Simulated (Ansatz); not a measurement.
## PtTe2: uniaxial strain ε_zz = +3.00 %

Start from PtTe2 (space group P-3m1, No. 164; a = 4.053 Å, c = 5.097 Å; layered; relaxed with 0.1 eV smearing). Axes: x lies along a and z along c of the hexagonal cell.

Now apply this change: the cell is stretched by 3.00 % along z with no lateral relaxation, atoms relaxed at fixed cell.

The values are results of Kohn–Sham DFT with the PBE-D3(BJ) functional, run in Ansatz (an electronic-structure program) with PAW and 420 eV plane waves, no spin-orbit coupling, not measurements. Γ-centred 16×16×12 mesh, Fermi–Dirac width 0.1 eV.

- Volume per atom = 24.89 Å³ (base 24.17 Å³)
- Space group = P-3m1 (No. 164) (base P-3m1 (No. 164))
- Shortest interatomic distance = 2.714 Å (base 2.707 Å)
- Energy relative to the base (free energy F) = +4.7 meV/atom
- Pressure (mean of the normal stresses, compression positive) = -1.4 GPa (base 0.0 GPa)
- Band gap = zero (base zero)
- Largest internal atomic displacement = 0.027 Å
- Stress (xx, yy, zz, yz, xz, xy; compression positive) = (-1.2, -1.2, -2.0, 0.0, 0.0, 0.0) GPa

Whether these cells are dynamically stable was not tested. All final runs are without spin polarisation.
